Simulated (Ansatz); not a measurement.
Base system: ZrS2 in the CdI2 type structure (space group P-3m1, No. 164; a = 3.578 Å, c = 5.540 Å; layered, stacked along the Cartesian z axis). Axes: x lies along a and z along c of the hexagonal cell.

Level of theory: PBEsol-D3(BJ)/PAW in Ansatz (a quantum-chemistry and plane-wave program), without spin-orbit coupling.

For the base:

The band gap is 0.29 eV.

It is then changed as follows: biaxial strain −2.00 %, plane normal [001], relaxed out of plane (Cartesian); in-plane vectors clamped, the third vector and the atoms free.

Question: How does this affect the band gap?

Answer: The band gap falls by 0.17 eV (0.29 eV → 0.12 eV).

Question: What happens to the out-of-plane strain?

Answer: The out-of-plane strain amounts to +0.63 %.

No phonon test of stability was made. A zero or small gap of ZrS2 can be the functional's error rather than a property of the material.
